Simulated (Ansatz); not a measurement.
Formation energy of the localised charge states of V_Ga+Si_Ga in wurtzite GaN (start: the Ga site; Ga 3.21 Å away; 96-site cell, 2×2×2 shifted sampling) against the Fermi level, N-rich (Δμ(Ga) = -0.88 eV, Δμ(Si) = -2.47 eV, bounded by beta Si3N4; only phases computed here count, gases as isolated molecules at 0 K). Level of theory: PBE, PAW (plane waves to 420 eV; Ansatz, a first-principles code).

Charges from 0 to −2 were run; one beyond them could lie lower near a band edge.

Cell and caveats: 96-site cell; 2×2×2 shifted k-points; host gap 1.71 eV; charged states image-corrected; corrections pass 1 eV, so highly charged states may be off by several tenths; flagged in the runs: a host whose relaxation on this sampling wasn't shown to rest.

```tsv
E_F − E_VBM (eV)	q = 0	q = −1	q = −2
0.00	5.02	5.75	7.19
0.21	5.02	5.54	6.76
0.43	5.02	5.32	6.34
0.64	5.02	5.11	5.91
0.86	5.02	4.90	5.48
1.07	5.02	4.68	5.05
1.28	5.02	4.47	4.63
1.50	5.02	4.25	4.20
1.71	5.02	4.04	3.77
```

Crossings of the lowest lines: (0/−1) at 0.73 eV; (−1/−2) at 1.44 eV.
